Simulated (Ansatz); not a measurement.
Reference: Cu (Fm-3m), PBEsol, rigid bands (plane waves, PAW, scalar-relativistic; Ansatz, a program for electronic structure); geometry: cell and atoms relaxed with PBEsol.

```xyz
1
Lattice="0.0000 1.7820 1.7820 1.7820 0.0000 1.7820 1.7820 1.7820 0.0000" Properties=species:S:1:pos:R:3 pbc="T T T"
Cu     0.0000     0.0000     0.0000
```

- density of states at the Fermi level per atom = 0.30 states/eV
- Drude plasma energy = 9.1 eV
- root-mean-square Fermi velocity = 10.9 ×10⁵ m/s
- resistivity times mean free path = 6.5 ×10⁻¹⁶ Ω·m²

**Question.** Swap Cu for Au, keeping the structure type. How do these values move?

**Answer.** Au (Fm-3m): volume per atom 11.3 to 17.0 Å³; density of states at the Fermi level per atom falls (0.30 states/eV to 0.28 states/eV); Drude plasma energy stays about the same (9.1 eV to 8.9 eV); root-mean-square Fermi velocity rises (10.9 ×10⁵ m/s to 13.5 ×10⁵ m/s); resistivity times mean free path rises (6.5 ×10⁻¹⁶ Ω·m² to 8.4 ×10⁻¹⁶ Ω·m²).

**Question.** Replace Cu by Ag on the same sites and relax. What happens?

**Answer.** Ag (Fm-3m): volume per atom 11.3 to 16.7 Å³; density of states at the Fermi level per atom falls (0.30 states/eV to 0.26 states/eV); Drude plasma energy stays about the same (9.1 eV to 9.2 eV); root-mean-square Fermi velocity rises (10.9 ×10⁵ m/s to 14.3 ×10⁵ m/s); resistivity times mean free path rises (6.5 ×10⁻¹⁶ Ω·m² to 8.4 ×10⁻¹⁶ Ω·m²).

**Question.** Replace Cu by Ir on the same sites and relax. What happens?

**Answer.** Ir (Fm-3m): volume per atom 11.3 to 14.0 Å³; density of states at the Fermi level per atom rises (0.30 states/eV to 0.88 states/eV); Drude plasma energy rises (9.1 eV to 10.8 eV); root-mean-square Fermi velocity falls (10.9 ×10⁵ m/s to 8.4 ×10⁵ m/s); resistivity times mean free path falls (6.5 ×10⁻¹⁶ Ω·m² to 3.7 ×10⁻¹⁶ Ω·m²).

Moves up to 5 % count as about the same. Metals at this level; values at 300 K, both spins, means over directions. As a rough test of the mesh, the Fermi surface's area from every second k point differs by up to 3 %. The product of resistivity and mean free path takes one path for all states. Spin-orbit coupling is left out.

The missing spin-orbit coupling matters most for Au (Fm-3m), Ir (Fm-3m).
